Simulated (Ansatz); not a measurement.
We consider MgS (model structure, started from the HgTe type, Fm-3m, No. 225, 6 atoms in the cell), described by PBEsol in Ansatz (plane waves, PAW).

Numerical settings: plane-wave cutoff 520 eV, 12×12×4 k mesh (along the axes of the cell as run), Fermi–Dirac smearing 0.01 eV, scalar-relativistic PAW data made under PBE.

Cell (relaxed at this level):

```xyz
6
Lattice="3.6642 0.0000 0.0000 -1.8321 3.1733 0.0000 0.0000 0.0000 8.9755" Properties=species:S:1:pos:R:3 pbc="T T T"
Mg     0.6107     1.0577     0.0000
Mg     2.4428     0.0000     2.9918
Mg    -1.2214     2.1156     5.9837
S      0.6107     1.0578     4.4878
S      2.4428     0.0000     7.4796
S     -1.2214     2.1155     1.4959
```

Task: What does this level give for the band gap, smallest direct gap on the k points sampled and Γ–Γ gap?

Result: 
band gap: 2.73 eV (indirect)
smallest direct gap on the k points sampled: 3.64 eV
Γ–Γ gap: 3.69 eV

A model structure was made by putting elements into a prototype or built by hand; here it ended with the formula and space group of a phase in our tables.

Ansatz is a first-principles code.
